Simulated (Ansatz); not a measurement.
Band structure of BaHg3 (P6_3/mmc, 8 atoms in the cell).

```yaml
crystal:
  lattice:
    - [7.38498, 0.00000, 0.00000]
    - [-3.69249, 6.39558, 0.00000]
    - [0.00000, 0.00000, 5.20530]
  atoms:
    - { symbol: Ba, position: [0.33333, 0.66667, 0.75000] }
    - { symbol: Ba, position: [0.66667, 0.33333, 0.25000] }
    - { symbol: Hg, position: [0.14617, 0.29235, 0.25000] }
    - { symbol: Hg, position: [0.85382, 0.70765, 0.75000] }
    - { symbol: Hg, position: [0.85382, 0.14617, 0.75000] }
    - { symbol: Hg, position: [0.14617, 0.85382, 0.25000] }
    - { symbol: Hg, position: [0.70765, 0.85382, 0.25000] }
    - { symbol: Hg, position: [0.29235, 0.14617, 0.75000] }
```

Method: PBEsol, PAW files made with PBE (plane waves; Ansatz, a program for electronic structure).

Settings: kpoints.mp_grid.grid = 3 3 3; hamiltonian.xc = pbesol; hamiltonian.pseudopotentials = {kind: paw} (the program's default PAW files); scf.occupations.method = gaussian; scf.occupations.width = 0.05 eV; kpoints.band_path.npoints = 8.

The starting cell comes from a database of computed structures (which also holds hypothetical and non-ambient phases and stackings), without a prior relaxation at this level. Spin-orbit coupling is off.

Levels in eV from the Fermi level, bands 67 to 74:
| point | 67 | 68 | 69 | 70 | 71 | 72 | 73 | 74 |
|---|---|---|---|---|---|---|---|---|
| Γ | -2.25 | -2.25 | -1.83 | -0.24 | 0.80 | 1.51 | 1.51 | 2.03 |
| M | -1.85 | -1.52 | -0.71 | 0.13 | 0.39 | 0.61 | 0.87 | 0.94 |
| K | -2.67 | -1.33 | -0.77 | 0.14 | 0.73 | 0.73 | 1.19 | 1.19 |
| A | -3.20 | -3.20 | -0.17 | -0.17 | -0.17 | -0.17 | -0.14 | -0.14 |
| L | -3.31 | -3.31 | -0.89 | -0.89 | 0.42 | 0.42 | 1.26 | 1.26 |
| H | -3.62 | -3.62 | -0.08 | -0.08 | 0.31 | 0.31 | 0.37 | 0.37 |

Bands cross the Fermi level along this path, so the cell is metallic at this level.

Keys are those of Ansatz 0.2.
